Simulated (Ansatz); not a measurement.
Start from Y in the hcp (Mg type) structure (space group P6_3/mmc, No. 194; relaxed with 0.1 eV smearing).

```
Y
1.0
    3.59431     0.00000     0.00000
   -1.79716     3.11277     0.00000
    0.00000     0.00000     5.60992
Y
2
Direct
  0.66667   0.33333   0.75000
  0.33333   0.66667   0.25000
```

Cartesian axes are those of the cell as printed.

Computed with Kohn–Sham DFT with the PBEsol functional, run in Ansatz (an electronic-structure program) with PAW and 420 eV plane waves, spin-orbit coupling left out.

One thing is altered: the cell is compressed by 0.50 % along x with no lateral relaxation; the atoms relax in the strained cell.

Question: What does the calculation give for the stress after the change?

Answer: The stress (xx, yy, zz, yz, xz, xy; compression positive) is (0.4, 0.1, 0.1, 0.0, 0.0, 0.0) GPa.

Stability against distortions was not tested. All final runs are without spin polarisation.
